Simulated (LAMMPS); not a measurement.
Atomistic model of a slab of Ta (bcc) cut on the (001) plane, one half shifted rigidly along [100] and [010] of the cubic cell, atoms relaxed along the normal alone.

Method: machine-learned potential (static), pair style pod, file Ta_param.pod, run in LAMMPS.

### Question
Give γ (mJ/m²) against shift along [100], in periods of 3.300 Å as the simulation yields it.

### Answer
| shift along [100], in periods of 3.300 Å | γ (mJ/m²) |
|---|---|
| 0.000 | 0.000 |
| 0.08333 | 126 |
| 0.1667 | 528 |
| 0.2500 | 1090 |
| 0.3333 | 1630 |
| 0.4167 | 2000 |
| 0.5000 | 2130 |
| 0.5833 | 2000 |
| 0.6667 | 1630 |
| 0.7500 | 1090 |
| 0.8333 | 528 |
| 0.9167 | 126 |
| 1.000 | 0.000 |
